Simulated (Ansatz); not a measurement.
The reference is TiC in the rock salt structure (space group Fm-3m, No. 225; relaxed with 0.1 eV smearing).

```
CELL_PARAMETERS angstrom
      0.00000     2.14651     2.14651
      2.14651     0.00000     2.14651
      2.14651     2.14651     0.00000
ATOMIC_POSITIONS crystal
  C  0.00000 0.00000 0.00000
  Ti 0.50000 0.50000 0.50000
```

Cartesian axes are those of the cell as printed.

All numbers come from PBEsol in Ansatz (plane waves to 420 eV, PAW, spin-orbit coupling left out), earlier PAW set.

Base values:

```
Property  Value
--------  -----
Band gap   zero
```

Modification: uniaxial strain ε_xx = −0.92 %, all other strain components held at zero, atoms relaxed at fixed cell.

Estimate the effect on the energy relative to the base.

The energy increases by 1.5 meV/atom.

What happens to the stress?

The stress (xx, yy, zz, yz, xz, xy; compression positive) amounts to (5.4, 1.2, 1.2, 0.0, 0.0, 0.0) GPa.

What does the calculation give for the band gap after the change?

The band gap remains zero.

Whether these cells are dynamically stable was not tested. All final runs are without spin polarisation.

Ansatz is a quantum-chemistry and plane-wave program.
